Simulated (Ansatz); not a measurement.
**OH on the 1x1 (110) surface of 3C silicon carbide (cut with top plane C + Si), one in a 2x2 cell, started at the site 'over Si at depth 1.5 Å'**

Host crystal: 3C silicon carbide, with a band gap (PBE, scalar-relativistic without spin-orbit coupling).

The numbers are results of PBE (plane waves to 420 eV, PAW; Ansatz, a first-principles code), not measurements.

Slab: 50 atoms, 7.7 Å thick at the start under the adsorbate (thin: gaps and levels are the slab's own); k 3x3x1, smearing 0.01 eV, dipole-corrected; 24 atoms held, the rest relaxed; no symmetry held; spin-polarised, ending with about 0.1 μB a cell, a value that depends on the mesh; orders that need a larger cell were not tried, no spin-orbit, no U, no dispersion correction. The slab shows no gap over 0.04 eV on its mesh. At the end it is bonded to C. In PBE this state lies 1.20 eV over the lowest of the starts that converged ('top Si').

```
Item                                                                                                                     Result
--------------------------------------------------------------------------------------  ---------------------------------------
adsorption energy against H2O(g) − ½ H2(g)                                                                              0.13 eV
work function of the top face                                                                                           4.03 eV
change of the step from the bottom to the top vacuum level, against the clean slab                                     -0.84 eV
energy released by relaxation                                                                                           0.74 eV
height of the binding atom over the mean of the host atoms within 0.3 Å of the top one                                  1.154 Å
nearest host atoms of the binding atom                                                  C at 1.43 Å, Si at 2.74 Å, Si at 2.80 Å
largest move of a host atom                                                                                              0.12 Å
cost                                                                                               very roughly 30 core-minutes
```

A negative adsorption energy means that the adsorbate is more stable on the surface than in its reference.
